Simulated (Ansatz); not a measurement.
**Element substitutions in hypothetical ReO3 type VBr3**

Consider VBr3 in the ReO3 type structure (space group Pm-3m, No. 221; ferromagnetic; a hypothetical phase, not in the database extracts checked).

```cif
data_Br3V
_chemical_formula_sum 'V1 Br3'
_space_group_name_H-M_alt 'P 1'
_space_group_IT_number 1
_cell_length_a 5.08689
_cell_length_b 5.08689
_cell_length_c 5.08689
_cell_angle_alpha 90.000
_cell_angle_beta 90.000
_cell_angle_gamma 90.000
loop_
_space_group_symop_operation_xyz
  'x, y, z'
loop_
_atom_site_label
_atom_site_type_symbol
_atom_site_fract_x
_atom_site_fract_y
_atom_site_fract_z
_atom_site_occupancy
V1 V 0.00000 0.00000 0.00000 1
Br1 Br 0.50000 0.00000 0.00000 1
Br2 Br 0.00000 0.00000 0.50000 1
Br3 Br 0.00000 0.50000 0.00000 1
```

Each row replaces one element on all its sites; cell and atoms are relaxed.

Computed with Kohn–Sham DFT with the PBE functional, run in Ansatz (a program for electronic structure) with PAW and 420 eV plane waves, no spin-orbit coupling.

```tsv
variant	band gap	lattice parameter a
base	zero	5.087 Å
V → Sc	[?]	[?]
Br → As	zero	[?]
V → Cd	zero	[?]
V → Ta	zero	5.157 Å
```

Question: Some entries are withheld; estimate them.

Answer: 
- V → Sc, band gap: 1.90 eV
- V → Sc, lattice parameter a: 5.303 Å
- Br → As, lattice parameter a: 4.722 Å
- V → Cd, lattice parameter a: 5.514 Å

Other magnetic orders, which the real material may have, were not ruled out. Whether these cells are dynamically stable was not tested. As relaxed here, ScBr3, VAs3, CdBr3 and TaBr3 are hypothetical phases, not in the database extracts checked. Seeded moments were not kept for Br → As. No Hubbard U is applied, and correlation can decide whether such a compound is a metal. Spin-polarised in the final run: base; the other runs are not. An odd electron count without spin: CdBr3. TaBr3 has a high density of states at the Fermi level and may be magnetic at this level.
